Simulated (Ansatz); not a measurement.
# Effective masses and thermopower of KMgF3 (Pm-3m)

Here is the system:

```xyz
5
Lattice="3.9913 0.0000 0.0000 0.0000 3.9913 0.0000 0.0000 0.0000 3.9913" Properties=species:S:1:pos:R:3 pbc="T T T"
K      1.9956     1.9956     1.9956
Mg     0.0000     0.0000     0.0000
F      0.0000     1.9956     0.0000
F      1.9956     0.0000     0.0000
F      0.0000     0.0000     1.9956
```

Calculation: PBEsol, rigid bands (plane waves, PAW, scalar-relativistic; Ansatz, a program for electronic structure). Geometry: cell and atoms relaxed with PBEsol.

| Item | Value |
|---|---|
| band gap | 7.12 eV |
| electron conductivity mass (300 K, dilute) | 0.52 mₑ |
| hole conductivity mass (300 K, dilute) | 3.8 mₑ |
| effective density of states N_c (300 K) | 9.6e18 cm⁻³ |
| effective density of states N_v (300 K) | 1.3e21 cm⁻³ |
| density-of-states mass, electrons | 0.53 mₑ |
| density-of-states mass, holes | 13.6 mₑ |
| Seebeck coefficient, n-type 1e19 cm⁻³, 300 K | -217 μV/K |
| best n-type power factor at 300 K for τ = 10 fs (best axis; densities from 1e16 to 1e21 cm⁻³ tried, whether or not they can be reached) | 3.0 μW/(cm·K²) at 3e19 cm⁻³ |
| Seebeck coefficient, p-type 1e19 cm⁻³, 300 K | 609 μV/K |

Rigid bands; masses and Seebeck coefficients take one relaxation time τ for all states and one kind of carrier; polarons and phonon drag are left out. Spin-orbit coupling is left out; where it splits the top of the valence band, N_v and the p-type Seebeck coefficient come out somewhat high without it.

Formula and space group known from diffraction (Crystallography Open Database), not checked to be the room-temperature form: KMgF3 (Pm-3m).
